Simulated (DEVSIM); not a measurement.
System: Al/TiO2/p-In0.53Ga0.47As capacitor, at 300 K.

```
layer (left to right)        material  thickness (nm)  Na (cm⁻³)
---------------------  --------------  --------------  ---------
1                                TiO2            6.40          -
2                      In0.53Ga0.47As            5000     1.3e16
```

Metal gate on the left, work function 4.1 eV. Fixed charge at the semiconductor interface 0 cm⁻² (in units of +e); no interface traps.

The device is made up for the run: typed textbook-type constants, with dimensions and the other settings drawn at random. Values at 300 K.

```tsv
parameter	TiO2	In0.53Ga0.47As
gap (eV)	3.2	0.74
affinity (eV)	3.9	4.51
permittivity	60	13.9
Nc (cm⁻³)	-	2.1e17
Nv (cm⁻³)	-	7.7e18
```

Model (solved in DEVSIM): 1D Poisson equation in equilibrium, Boltzmann statistics, complete ionisation; no quantum confinement or tunnelling. Metal contacts follow the ideal Schottky-Mott rule: no Fermi-level pinning, no interface dipoles.

**Question.** Give the band bending (positive: bands bend down) and minority sheet density.

**Answer.** 
```tsv
Vg (V)	ψs (V)	minority carriers (cm⁻²)
-1.15	-0.143	< 1e8
-1	-0.014	< 1e8
-0.85	0.132	< 1e8
-0.7	0.281	< 1e8
-0.55	0.429	5.5e8
```
